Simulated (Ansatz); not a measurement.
Results of r²SCAN (Ansatz, a first-principles code, plane waves, PAW) for PdIn (model structure, within 0.1 Å of Pm-3m, No. 221, 2 atoms in the cell).

Numerical settings: plane-wave cutoff 560 eV, 18×18×14 k mesh (along the axes of the cell as run), Fermi–Dirac smearing 0.05 eV, scalar-relativistic PAW data made under PBE.

Cell (relaxed at this level):

```
CELL_PARAMETERS angstrom
      3.26907     0.00000     0.00000
      0.00000     3.26907     0.00000
      0.00000     0.00000     3.26313
ATOMIC_POSITIONS crystal
  In 0.50000 0.50000 0.50000
  Pd 0.00000 0.00000 0.00000
```

Question: Predict the bulk modulus.

Answer: 
* **bulk modulus**: 133 GPa

The run finds no gap.

Note: the bulk modulus is −V dP/dV from two relaxed cells at ±2 % in volume.

Spin–orbit coupling is not included.

The computed numbers hold no vibrational or temperature effects.

The result took very roughly 2.6 core-minutes.

A model structure was made by putting elements into a prototype or built by hand; here it ended with the formula and space group of a phase in our tables.
